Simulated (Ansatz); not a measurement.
The parent structure is MgBr2 in the CdI2 type structure (space group P-3m1, No. 164; a = 3.7673 Å, c = 6.0589 Å; a model cell; layered, stacked along the Cartesian z axis).

Method: PBEsol-D3(BJ) in Ansatz (plane waves to 420 eV, PAW, spin-orbit coupling left out).

Base values:

| Quantity | Value |
|---|---|
| Volume per atom | 24.82 Å³ |
| Electron mass | 0.29 mₑ along c, 0.25 mₑ across (at Γ) |
| Band gap | 4.26 eV |
| Gap character | direct at Γ |

It is then changed as follows: full substitution Mg → Si; the structure is relaxed again.

Tabulated Pauling electronegativity and covalent radius: Mg 1.31, 1.41 Å; Si 1.90, 1.11 Å.

Task: Estimate the effect on the volume per atom.

Result: The volume per atom rises by 1.05 Å³, from 24.82 Å³ to 25.87 Å³.

Task: What happens to the electron mass?

Result: The electron mass changes from 0.29 mₑ along c, 0.25 mₑ across (at Γ) to 0.95 mₑ along k, 0.24 mₑ across (at A).

Task: What does the calculation give for the band gap after the change?

Result: The band gap shrinks by 2.84 eV (4.26 eV → 1.42 eV).

Task: Predict the new gap character.

Result: The gap character becomes direct at A (base: direct at Γ).

Effective masses come from finite differences of ±0.01 Å⁻¹. Along k means along the line from Γ to the band edge. No phonon test of stability was made. As relaxed here, SiBr2 is a hypothetical phase, not in the database extracts checked. The program warned that a D3 coordination switch lies within reach, so dispersion energies are less smooth here.

Ansatz is a quantum-chemistry and plane-wave program.
